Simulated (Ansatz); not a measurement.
Ansatz (a program for electronic structure) run on NbH2 (I4mm, 3 atoms in the cell): self-consistent single point.

Computed with PBEsol, default PAW files made with PBE (plane waves; Ansatz).

```xyz
3
Lattice="0.0000 2.2960 2.2960 2.2960 0.0000 2.2960 2.2960 2.2960 0.0000" Properties=species:S:1:pos:R:3 pbc="T T T"
Nb     0.0000     0.0000     0.0500
H      1.1480     1.1480     1.1480
H      3.4440     3.4440     3.4440
```

Reference input (self-consistent single point, DFT, PBEsol, plane waves, default PAW files made with PBE): basis.ecutwfc = 420 eV; kpoints.mp_grid.grid = 12 12 12; hamiltonian.xc = pbesol; hamiltonian.pseudopotentials = {kind: paw} (the program's default PAW files); scf.occupations.method = gaussian; scf.occupations.width = 0.1 eV. This run's input differs from it in these lines:

Ansatz 0.2 input:
```diff
@@ -10,3 +10,3 @@
 basis:
-  ecutwfc: 420.0
+  ecutwfc: 250.0
 kpoints:
```

The program printed (abridged):

```
SCF iter   1: F=—  HF=-4527.168318 eV  |F-HF|=—  |Δ(HF+E_count)|=         —  Δρ=1.87e-2  dr2=3.21e-2  ethr=1.77e-3  ⟨swp⟩=5.0  Hψ=9968  notcnv=0
all-band conjugate gradients solve this SCF's bands
preconditioner: auto → none
SCF iter   2: F=—  HF=-4527.160392 eV  |F-HF|=—  |Δ(HF+E_count)|=   7.93e-3  Δρ=9.62e-3  dr2=8.75e-3  ethr=2.14e-4  ⟨swp⟩=1.0  Hψ=3260  notcnv=0
SCF iter   3: F=—  HF=-4527.157510 eV  |F-HF|=—  |Δ(HF+E_count)|=   2.88e-3  Δρ=3.81e-4  dr2=3.82e-5  ethr=5.83e-5  ⟨swp⟩=2.8  Hψ=3251  notcnv=0
SCF iter   4: F=—  HF=-4527.157484 eV  |F-HF|=—  |Δ(HF+E_count)|=   2.65e-5  Δρ=2.04e-4  dr2=1.17e-5  ethr=2.55e-7  ⟨swp⟩=2.0  Hψ=3162  notcnv=0
iter 5 did not close the SCF: its close was put off for the readings that it lacked (scf_convergence_deferred on its scf_iter line)
SCF iter   5: F=-4527.157481 eV  HF=-4527.157481 eV  |F-HF|=1.71e-8  |Δ(HF+E_count)|=   3.25e-6  Δρ=2.58e-5  dr2=8.62e-8  ethr=7.77e-8  ⟨swp⟩=2.1  Hψ=2759  notcnv=0
SCF iter   6: F=-4527.157481 eV  HF=-4527.157481 eV  |F-HF|=7.24e-10  |Δ(HF+E_count)|=   5.34e-8  Δρ=5.37e-6  dr2=2.56e-9  ethr=5.75e-10  ⟨swp⟩=2.9  Hψ=7308  notcnv=0
SCF 1 converged in 6 iterations: F = -4527.157481 eV  dr2 = 2.56e-9
Free energy (F): -4527.157481 eV
Internal energy: -4527.151209 eV  (E = F + TS)
E sigma→0 (E₀):  -4527.154345 eV
Entropy (-TS):   -0.006271 eV (-2.090 meV/atom)
Fermi energy:    14.714602 eV
--- Forces (eV/Å), atoms counted from 1 ---
  atom   1  Nb     0.00000000     0.00000000    -0.36046188
  atom   2  H      0.00000000     0.00000000     0.18023928
  atom   3  H      0.00000000    -0.00000000     0.18023928
--- Stress (GPa, compression-positive) ---
       -8.687543       0.000000       0.000000
        0.000000      -8.687543       0.000000
        0.000000      -0.000000      -8.862472
  P = ⅓ Tr σ = -8.7459 GPa (-87.459 kbar)
  The stress holds the Pulay correction. Without it, at fixed plane waves, as pw.x and ABINIT print it: P = -27.6104 GPa
```

The run converged in 6 iterations. Against the reference run the free energy rises by 168 meV/atom, the pressure goes from -8.28 to -8.75 GPa and the largest force goes from 0.390 to 0.360 eV/Å.

The starting cell comes from a database of computed structures (which also holds hypothetical and non-ambient phases and stackings), without a prior relaxation at this level. Its lattice was rescaled by up to half a per cent. One atom was moved a little off its site on purpose. Spin polarisation is off. Ansatz's pressure includes its estimate of the finite-basis (Pulay) stress. Without the estimate this run gives -27.61 GPa. The cutoff lies below the one recommended for these files.
